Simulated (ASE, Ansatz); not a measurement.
One thermal frame of composition TiSi, cell Ti24Si24, brought to this temperature after a much hotter stage, at a temperature that wasn't checked against the liquidus, so perhaps supercooled [in the CHGNet run: it was liquid; mean temperature 1994 K (target 2000 K); density 3.71 g/cm³, volume +6 % from the start cell's; mean pressure -1.0 GPa against a target of 0], 2000 K, computed in Ansatz (plane waves, PAW) at several levels on the same positions and k-sampling (one point, (1/4, 1/4, 1/4)); no spin polarisation or spin-orbit coupling.

The frame comes from MD with CHGNet (ASE). The base level is PBE (cutoff 420 eV), whose static pressure on this k-sampling is -1.9 GPa. On the run's last frame a denser k-mesh moved the forces by 0.051 eV/Å rms, the static pressure by 0.06 GPa and the free energy by 0 meV/atom, which is about how far such values are converged. That check is the base level's. Differences between levels on one k-sampling err less than the absolute values. Cutoffs of the other levels: 500 eV for r2SCAN, the files' default (420 eV for most) otherwise. Volume per atom 17.00 Å³.

```json
[
 {"level": "PBE", "static pressure less the base's (GPa)": "0", "rms force change from the base (eV/Å)": "0", "cost": "(base)"},
 {"level": "r2SCAN", "static pressure less the base's (GPa)": "___", "rms force change from the base (eV/Å)": "0.06", "cost": "around 4 core-minutes (rough)"},
 {"level": "PBEsol", "static pressure less the base's (GPa)": "___", "rms force change from the base (eV/Å)": "0.04", "cost": "about 50 core-seconds (a rough figure)"},
 {"level": "LDA", "static pressure less the base's (GPa)": "___", "rms force change from the base (eV/Å)": "___", "cost": "around 50 core-seconds (rough)"}
]
```

Problem. Fill in the missing entries.

Solution. 
- r2SCAN, static pressure less the base's (GPa): -1.4
- PBEsol, static pressure less the base's (GPa): -3.4
- LDA, static pressure less the base's (GPa): -6.2
- LDA, rms force change from the base (eV/Å): 0.10

Ansatz is an electronic-structure program.
